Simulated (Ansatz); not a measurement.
Results of LDA (PAW; Ansatz, a quantum-chemistry and plane-wave program) for NaCrO₂ (R-3m, No. 166; cell taken from a computed entry).

Settings: plane-wave cutoff 500 eV, 16×16×16 k mesh, gaussian smearing 0.02 eV, spin-polarised start, scalar-relativistic PAW data made under PBE.

Cell (relaxed at this level):

```cif
data_CrNaO2
_chemical_formula_sum 'Na1 Cr1 O2'
_space_group_name_H-M_alt 'P 1'
_space_group_IT_number 1
_cell_length_a 5.42739
_cell_length_b 5.42739
_cell_length_c 5.42739
_cell_angle_alpha 31.527
_cell_angle_beta 31.527
_cell_angle_gamma 31.527
loop_
_space_group_symop_operation_xyz
  'x, y, z'
loop_
_atom_site_label
_atom_site_type_symbol
_atom_site_fract_x
_atom_site_fract_y
_atom_site_fract_z
_atom_site_occupancy
Na1 Na 0.50000 0.50000 0.50000 1
Cr1 Cr 0.00000 0.00000 0.00000 1
O1 O 0.26767 0.26767 0.26767 1
O2 O 0.73233 0.73233 0.73233 1
```

### Question
Estimate the band gap that the calculation returns.

### Answer

- band gap = 0.73 eV (on the SCF k mesh)

Note: the magnetic order was assumed, not searched for or taken from measurement; the relaxation could not lower the start's symmetry, so the cell can be a saddle point above a distorted one.

Cost on a shared machine: roughly 100 core-seconds.
